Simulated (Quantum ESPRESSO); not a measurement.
## How a calculation on Cu₂O₃ (P2_1/c, 20 atoms in the cell) responds to its settings

```
CELL_PARAMETERS angstrom
      7.86567     0.00000     0.00000
      0.00000     3.64992     0.00000
     -3.97452     0.00000     9.78977
ATOMIC_POSITIONS crystal
  Cu 0.51544 0.99973 0.87280
  Cu 0.48456 0.00027 0.12720
  Cu 0.48456 0.49973 0.62720
  Cu 0.51544 0.50027 0.37280
  Cu 0.86158 0.75060 0.25903
  Cu 0.13842 0.24940 0.74097
  Cu 0.13842 0.25060 0.24097
  Cu 0.86158 0.74940 0.75903
  O  0.63373 0.79614 0.04517
  O  0.36627 0.20386 0.95483
  O  0.36627 0.29614 0.45483
  O  0.63373 0.70386 0.54517
  O  0.35537 0.19594 0.70329
  O  0.64463 0.80406 0.29671
  O  0.64463 0.69594 0.79671
  O  0.35537 0.30406 0.20329
  O  0.92892 0.25312 0.29243
  O  0.07108 0.74688 0.70757
  O  0.07108 0.75312 0.20757
  O  0.92892 0.24688 0.79243
```

Base run A: Quantum ESPRESSO with LDA (PZ), PSlibrary PAW (LDA) pseudopotentials, self-consistent single point.

Its settings: ecutwfc = 55 Ry; ecutrho = 385 Ry; occupations = smearing; smearing = marzari-vanderbilt; degauss = 0.0036749 Ry; potentials = {Cu: Cu.pz-dn-kjpaw_psl.1.0.0.UPF, O: O.pz-n-kjpaw_psl.1.0.0.UPF}; K_POINTS = automatic 3 5 2 0 0 0; conv_thr = 1e-10 Ry.

The starting cell comes from a database of computed structures (which also holds hypothetical and non-ambient phases and stackings), without a prior relaxation at this level. Its lattice was rescaled by a random factor within 2.5 % of one. Spin polarisation is off, so a magnetic state, if there is one, cannot be reached. In the base run, with a pressure of about -14 GPa the cell is away from its equilibrium volume at this level. In the base run, forces exceed 1 eV/Å. The run gives no clean gap (levels at the Fermi energy touch, overlap or are partly filled at this smearing), which alone does not show that the compound is a metal. Without a gap this mesh is coarse (it stands for a supercell whose shortest vector is 18 Å).

A dash stands where there is no value to compare (another energy zero or no entropy term, no result, no spin, no clean gap, or a mesh too coarse for one). 

Runs:
- B: HUBBARD: default → ortho-atomic; U Cu-3d 1 eV [LDA (PZ)+U]
- C: HUBBARD: default → ortho-atomic; U Cu-3d 2 eV [LDA (PZ)+U]
- D: HUBBARD: default → ortho-atomic; U Cu-3d 3 eV [LDA (PZ)+U]
- E: HUBBARD: default → ortho-atomic; U Cu-3d 4 eV [LDA (PZ)+U]
- F: HUBBARD: default → ortho-atomic; U Cu-3d 5 eV [LDA (PZ)+U]
- G: HUBBARD: default → ortho-atomic; U Cu-3d 6 eV [LDA (PZ)+U]

```
run  pressure (GPa)  largest force (eV/Å)  Hubbard energy (eV/atom)
---  --------------  --------------------  ------------------------
A            -14.23                 1.182                         –
B            -13.84                 1.168                     0.117
C            -13.43                 1.150                     0.228
D            -12.99                 1.129                     0.332
E            -12.54                 1.105                     0.431
F            -12.06                 1.078                     0.526
G            -11.57                 1.049                     0.618
```

Run B against A: The pressure goes from -14.23 to -13.84 GPa and the largest force goes from 1.182 to 1.168 eV/Å.

Run E against A: The pressure goes from -14.23 to -12.54 GPa and the largest force goes from 1.182 to 1.105 eV/Å.

Run D against A: The pressure goes from -14.23 to -12.99 GPa and the largest force goes from 1.182 to 1.129 eV/Å.
